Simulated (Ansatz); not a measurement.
Base system: Ta in the bcc (W type) structure (space group Im-3m, No. 229; a = 3.306 Å; relaxed with 0.1 eV smearing). Axes: x, y, z lie along the cube axes.

Method: plane-wave PAW DFT at the r2SCAN level (Ansatz, a quantum-chemistry and plane-wave program, 500 eV), spin-orbit coupling left out.

For the base:

The shortest interatomic distance is 286.3 pm.

Modification: the cell is compressed by 2.00 % along z with no lateral relaxation; the atoms relax in the strained cell.

Q: Predict the new energy relative to the base, stress and shortest interatomic distance.

A: The energy grows by 6.4 meV/atom; the stress (xx, yy, zz, yz, xz, xy; compression positive) comes out as (3.5, 3.5, 5.8, 0.0, 0.0, 0.0) GPa; the shortest interatomic distance drops by 1.9 pm to 284.4 pm.

Whether these cells are dynamically stable was not tested. The final runs are not spin-polarised.
